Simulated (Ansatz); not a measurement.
Functionals compared on a constructed model of the (110) surface of bcc Fe, ferromagnetic, a pseudomorphic layer of Ru in the host's stacking (bottom of the slab: a bare face, its two planes held), in Ansatz (plane waves, PAW). The structure was relaxed with PBE; the other rows are single points on it. Cutoff 420 eV.

Model: 7-atom slab, 12.5 Å thick at the start, 16x16x1 mesh, Fermi-Dirac 0.1 eV, dipole correction, 2 atoms held, the rest relaxed; held to the start's symmetry, so lower structures may exist; spin-polarised, ending with about 13.9 μB a cell; orders that need a larger cell were not tried, no spin-orbit, no U. It is one candidate, not shown to be the stable structure of the face. These notes are the PBE run's.

| functional | work function of the top face (eV) | magnetic moment of the cell (μB) | rough cost of the single point |
|---|---|---|---|
| PBE | 5.17 | 13.90 | – |
| RPBE | 5.00 | 14.12 | about 2.9 core-minutes (a rough figure) |

Ansatz is a program for electronic structure.
